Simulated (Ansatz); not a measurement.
**A computed series for WO3: response to strain**

Start from WO₃ (space group P4/nmm, No. 129; a = 5.315 Å, c = 3.933 Å). Axes: x, y, z lie along a, b, c of the conventional cell.

Strains are applied to the cell and any free atomic positions relax; under stress the whole cell relaxes.

Calculations: PBEsol, PAW, 420 eV (Ansatz, an electronic-structure program; no spin-orbit coupling).

Notes on the quantities. energy relative to the base: free energy F.

```tsv
variant	energy relative to the base	band gap	volume per atom	smallest direct gap
base	0 meV/atom	0.57 eV	13.89 Å³	0.58 eV
isotropic strain −2.67 %	+57 meV/atom	0.61 eV	12.80 Å³	0.62 eV
isotropic strain −0.70 %	+3.7 meV/atom	0.58 eV	13.60 Å³	0.59 eV
isotropic strain +1.72 %	___	___	14.62 Å³	___
uniaxial strain ε_yy = −1.82 %	+5.0 meV/atom	0.58 eV	13.63 Å³	0.58 eV
uniaxial stress, 0.5 GPa tension along x	+0.1 meV/atom	0.57 eV	13.89 Å³	0.57 eV
uniaxial stress, 1 GPa tension along x	+0.2 meV/atom	0.57 eV	13.90 Å³	0.57 eV
```

Q: What belongs in the blanks?

A: 
- isotropic strain +1.72 %, energy relative to the base: +20 meV/atom
- isotropic strain +1.72 %, band gap: 0.52 eV
- isotropic strain +1.72 %, smallest direct gap: 0.53 eV

Spin-orbit coupling, missing from the scalar runs, can matter with W. Beyond what the load breaks, stability against distortions was not tested.
